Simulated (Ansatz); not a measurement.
Cost and result by functional for the adsorption energy of H2O on the 1x1 (111) surface of fcc Al, one in a 2x2 cell, started at the site 'bridge Al-Al (span 2.9 Å)', in Ansatz (plane waves, PAW). Single points on the PBE structure, on one kind of machine; costs are rough ratios of the slab run's core time (references not counted) to the cheapest single point. r2SCAN's cost holds its higher cutoff (500 against 420 eV). Differences are taken against r2SCAN for comparison alone: no measured value is at hand, so the table doesn't rank accuracy.

Model: 19-atom slab, 7.0 Å thick at the start under the adsorbate (thin: gaps and levels are the slab's own), 6x6x1 mesh, Fermi-Dirac 0.1 eV, dipole correction, 8 atoms held, the rest relaxed; no symmetry held; no spin, no spin-orbit, no U, no dispersion correction. At the end it is bonded to Al. In PBE it is, or lies within 0.03 eV of, the lowest of the starts that converged. These notes are the PBE run's. Adsorption energies are against H2O(g). A negative adsorption energy means that the adsorbate is more stable on the surface than in its reference.

```
functional                     relative cost  adsorption energy (eV)  less r2SCAN (eV)
-----------------------------  -------------  ----------------------  ----------------
RPBE                                       1                   -0.05              0.23
r2SCAN                                     2                   -0.28              0.00
PBE (the relaxed run's value)              –                   -0.23              0.05
```

The values span 0.23 eV, while the single points' costs differ by a factor of roughly 2. Differences are of unrounded values.

Ansatz is an electronic-structure program.
